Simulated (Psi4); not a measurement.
Psi4 1.11, B3LYP/def2-svp, scf_type pk: Zn(F)(Cl) ([F][Zn][Cl]), 3 atoms. The geometry is a generated start, not checked to be a minimum at this level.

```json
{
 "task": "energy",
 "method": "b3lyp",
 "basis": "def2-svp",
 "memory": "7 GB",
 "e_convergence": "1e-08",
 "d_convergence": "1e-07",
 "guess": "auto, which took SAD (default)",
 "diis_max_vecs": "10 (default)",
 "scf_initial_accelerator": "adiis (default)",
 "dft_radial_points": "75 (default)",
 "dft_spherical_points": "302 (default)",
 "basis_functions": "63",
 "grid_points": "65231"
}
```

```xyz
3

Zn     0.3751    -0.4282     0.3451
F      1.1845     0.2025    -1.0379
Cl    -1.5596     0.2257     0.6928
```
Charge 0, spin multiplicity 1.

The reference run uses exact four-centre integrals (scf_type = pk). One run each, on a shared machine, so no times are given.

Settings tried, all else as in the reference:
- scf_type = cd, cholesky_tolerance = 0.001
- scf_type = cd, cholesky_tolerance = 0.0001 (default)
- scf_type = dfdirj+cosx
- scf_type = dfdirj+snlink
- scf_type = dfdirj+cosx, cosx_radial_points_final = 50, cosx_spherical_points_final = 194
- scf_type = mem_df
- scf_type = cd, cholesky_tolerance = 1e-06
- scf_type = dfdirj+link
- scf_type = dfdirj+cosx, cosx_radial_points_final = 75, cosx_spherical_points_final = 302
- scf_type = dfdirj+cosx, cosx_radial_points_final = 25, cosx_spherical_points_final = 50
- scf_type = cd, cholesky_tolerance = 1e-05

### Question
Which of these stay within 1.0 meV/atom in energy of the reference run?

### Answer
Within it: scf_type = cd, cholesky_tolerance = 1e-06; scf_type = mem_df; scf_type = cd, cholesky_tolerance = 1e-05; scf_type = dfdirj+link; scf_type = dfdirj+snlink. Outside: scf_type = cd, cholesky_tolerance = 0.0001 (default); scf_type = dfdirj+cosx; scf_type = dfdirj+cosx, cosx_radial_points_final = 25, cosx_spherical_points_final = 50; scf_type = dfdirj+cosx, cosx_radial_points_final = 50, cosx_spherical_points_final = 194; scf_type = dfdirj+cosx, cosx_radial_points_final = 75, cosx_spherical_points_final = 302; scf_type = cd, cholesky_tolerance = 0.001.

| setting | energy against the reference |
|---|---|
| scf_type = cd, cholesky_tolerance = 1e-06 | −0.0048 meV/atom |
| scf_type = mem_df | −0.15 meV/atom |
| scf_type = cd, cholesky_tolerance = 1e-05 | −0.19 meV/atom |
| scf_type = dfdirj+link | −0.72 meV/atom |
| scf_type = dfdirj+snlink | −0.72 meV/atom |
| scf_type = cd, cholesky_tolerance = 0.0001 (default) | −3.6 meV/atom |
| scf_type = dfdirj+cosx | +14 meV/atom |
| scf_type = dfdirj+cosx, cosx_radial_points_final = 25, cosx_spherical_points_final = 50 | −17 meV/atom |
| scf_type = dfdirj+cosx, cosx_radial_points_final = 50, cosx_spherical_points_final = 194 | +22 meV/atom |
| scf_type = dfdirj+cosx, cosx_radial_points_final = 75, cosx_spherical_points_final = 302 | +23 meV/atom |
| scf_type = cd, cholesky_tolerance = 0.001 | −23 meV/atom |

Total energies are compared; such shifts often cancel in part in energy differences. The DFDIRJ builders fit J, which adds its shift to that of exchange. Psi4 runs the final COSX grid once, on the density of the start grid. No test of the SCF solution's stability was run. Also tried and not ranked: scf_type = direct (same energy as a listed run); scf_type = cd, cholesky_tolerance = 0.01 (possibly another state). The tolerance is a choice made for this comparison.
